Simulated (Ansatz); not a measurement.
Input:

```
CELL_PARAMETERS angstrom
     -2.74324     2.74324     5.45433
      2.74324    -2.74324     5.45433
      2.74324     2.74324    -5.45433
ATOMIC_POSITIONS crystal
  Ga 0.50000 0.50000 0.00000
  Ga 0.25000 0.75000 0.50000
  Cu 0.00000 0.00000 0.00000
  Cu 0.75000 0.25000 0.50000
  Se 0.87500 0.88376 0.50876
  Se 0.11624 0.62500 0.99124
  Se 0.37500 0.36624 0.49124
  Se 0.63376 0.12500 0.00876
```

No spin polarisation.

The values are results of PBEsol (Ansatz, a program for electronic structure), no spin-orbit coupling, not measurements. k-mesh 8×8×8 (Γ-centred); smearing 0.05 eV (Fermi–Dirac).

Question: What is the computed pressure (mean of the normal stresses, compression positive)?

Answer: 3.58 GPa.

Question: Predict the width of the top valence band.

Answer: 1.12 eV.

Question: What is the computed band gap?

Answer: 0.32 eV.

Question: Estimate the space group.

Answer: I-42d (No. 122).

The cells carry an imposed strain or load. Whether these cells are dynamically stable was not tested. The final runs are not spin-polarised. The cell was made from GaCuSe$_{2}$ in the chalcopyrite structure (space group I-42d, No. 122) by this change: isotropic strain −1.50 %.
